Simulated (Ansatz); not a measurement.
Faces of rutile-type MgF2 in 1x1 cells, as slabs relaxed from ideal cuts; for each face the lowest of the symmetric, stoichiometric cuts and spin starts that were computed. The slabs keep the symmetry of their cuts; real faces may buckle, or reconstruct in larger cells. No spin-orbit coupling, no Hubbard U.

Computed with PBE (plane waves to 420 eV, PAW; Ansatz, a first-principles code).

| face | cell area (Å²) | outermost plane spacing of the ideal cut (Å) | γ unrelaxed (J/m²) | γ relaxed (J/m²) | ionisation potential, top face (eV) |
|---|---|---|---|---|---|
| (001) | 22.07 | 1.55 | 1.25 | 0.92 | … |
| (100) | 14.53 | 0.92 | 0.88 | … | 9.90 |
| (110) | 20.55 | 1.31 | 0.80 | 0.57 | … |

Q: Some entries are withheld; supply them.

A: 
- (001), ionisation potential, top face (eV): 7.88
- (100), γ relaxed (J/m²): 0.65
- (110), ionisation potential, top face (eV): 9.71
